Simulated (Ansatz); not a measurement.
Structures of equal composition on the (110) surface of bcc Nb: one row in 4 of the top plane missing; p(2x2), one Nb site of the top plane empty. The slabs share one bottom face, and each structure is named by its start. These are constructed structures in small cells; real faces may alloy, dewet or reconstruct in larger ones, and not all known structures of the face are among them. Slabs of about 12 Å with all that they carry, Fermi-Dirac smearing of 0.1 eV. Bottom of the slabs: a bare face, its two planes held. Relaxed from the named starts with such symmetry as they have, on meshes of like density; energies extrapolated to zero smearing; no spin-orbit coupling, no U. Spin-polarised runs, if any, are marked in brackets, and their order is one that fits the cell; the others ran without spin. The cells differ, so small differences also carry the error of unlike k-meshes.

These are PBE (plane waves to 420 eV, PAW; Ansatz, a quantum-chemistry and plane-wave program) values and carry that method's errors.

Put the candidates in order of energy per 1x1 cell, lowest first, for PBE.

one row in 4 of the top plane missing (0.00 eV), p(2x2), one Nb site of the top plane empty (0.15 eV)
